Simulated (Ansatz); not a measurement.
A set of cells, compared by their band gap.

Cell A: Si (diamond, Fd-3m), 2 atoms in the cell, k-point mesh 12×12×12 on the run's own vectors.
```
Si
1.0
    0.00000     2.73476     2.73476
    2.73476     0.00000     2.73476
    2.73476     2.73476     0.00000
Si
2
Cartesian
  0.00000   0.00000   0.00000
  1.36738   1.36738   1.36738
```

Cell B: Si (Fd-3m), 34 atoms in the cell; this is a cell from a database of computed structures that this text hasn't matched to a measured one, k-point mesh 4×4×4 on the run's own vectors.
```
CELL_PARAMETERS angstrom
      0.00000     7.36899     7.36899
      7.36899     0.00000     7.36899
      7.36899     7.36899     0.00000
ATOMIC_POSITIONS crystal
  Si 0.50000 0.50000 0.50000
  Si 0.75000 0.75000 0.75000
  Si 0.84206 0.47382 0.84206
  Si 0.77618 0.40794 0.40794
  Si 0.84206 0.84206 0.47382
  Si 0.40794 0.40794 0.40794
  Si 0.84206 0.84206 0.84206
  Si 0.40794 0.40794 0.77618
  Si 0.47382 0.84206 0.84206
  Si 0.40794 0.77618 0.40794
  Si 0.99548 0.38955 0.99548
  Si 0.86045 0.63052 0.25452
  Si 0.61948 0.99548 0.38955
  Si 0.25452 0.25452 0.63052
  Si 0.99548 0.61948 0.99548
  Si 0.25452 0.25452 0.86045
  Si 0.38955 0.99548 0.61948
  Si 0.63052 0.86045 0.25452
  Si 0.99548 0.99548 0.38955
  Si 0.25452 0.86045 0.63052
  Si 0.38955 0.61948 0.99548
  Si 0.63052 0.25452 0.25452
  Si 0.99548 0.99548 0.61948
  Si 0.86045 0.25452 0.25452
  Si 0.61948 0.38955 0.99548
  Si 0.25452 0.63052 0.86045
  Si 0.38955 0.99548 0.99548
  Si 0.63052 0.25452 0.86045
  Si 0.99548 0.38955 0.61948
  Si 0.25452 0.63052 0.25452
  Si 0.61948 0.99548 0.99548
  Si 0.25452 0.86045 0.25452
  Si 0.99548 0.61948 0.38955
  Si 0.86045 0.25452 0.63052
```

Computed with Ansatz (plane waves, PAW), its PAW set soft_1, cutoff 420 eV, 500 eV for r2SCAN. The structures are at rest with PBE; other levels are single points on them. HSE06 runs on coarser k-point meshes, which give the PBE gaps of the finer ones within 0.03 eV. Neutral cells; Fermi-Dirac smearing of at most 0.05 eV in the solids, energies taken to zero width. The lattices are those relaxed with PBE, so at other levels the solids can be strained, which adds to the spread. Larger cells are relaxed from a start prepared with the learned potential CHGNet, on a coarser mesh till forces fall under 0.03 eV/Å, which some starts already meet. Cells are local rest points, mostly with their start's symmetry. A dispersion term ran beside these levels; it doesn't touch the electrons. Gaps are highest filled to lowest empty Kohn-Sham level on the run's k-point mesh, states of defects and surfaces included; edges off the mesh make the true gap smaller, and under 0.08 eV counts as none.

**Question.** Predict the band gap (eV) of each cell with PBE.

**Answer.** 
```
system              PBE
------  ---------------
A       0.61 (indirect)
B                  1.37
```

With PBE the value of B exceeds that of A by 0.76 eV.

**Question.** And at the other levels?

**Answer.** 
```tsv
system	r2SCAN	HSE06
A	0.80 (indirect)	1.17
B	1.52	2.03
```

With r2SCAN the value of B exceeds that of A by 0.72 eV. With HSE06 the value of B exceeds that of A by 0.86 eV.

Ansatz is a quantum-chemistry and plane-wave program.
